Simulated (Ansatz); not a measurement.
```yaml
crystal:
  lattice:
    - [3.61665, 0.00000, 0.00000]
    - [-1.80833, 3.13211, 0.00000]
    - [0.00000, 0.00000, 5.69100]
  atoms:
    - { symbol: Zr, position: [0.00000, 0.00000, 0.00000] }
    - { symbol: S, position: [0.33333, 0.66667, 0.25778] }
    - { symbol: S, position: [0.66667, 0.33333, 0.74222] }
```

No spin polarisation.

Level of theory: Ansatz (a first-principles code) PBE-D3(BJ), without spin-orbit coupling. k-mesh 10×10×6 (Γ-centred); smearing 0.05 eV (Fermi–Dirac).

**Question.** Predict the valence-band top at Γ (three highest levels, from the VBM).

**Answer.** 0.00, -0.25, -0.25 eV.

**Question.** Estimate the width of the top valence band.

**Answer.** 2.12 eV.

**Question.** Estimate the pressure (mean of the normal stresses, compression positive).

**Answer.** 0.72 GPa.

**Question.** What gap character does the calculation give?

**Answer.** Indirect, Γ → L.

The cells carry an imposed strain or load. No phonon test of stability was made. The cell was made from ZrS$_{2}$ in the CdI2 type structure (space group P-3m1, No. 164; layered, stacked along the Cartesian z axis) by this change: isotropic strain −0.50 %.
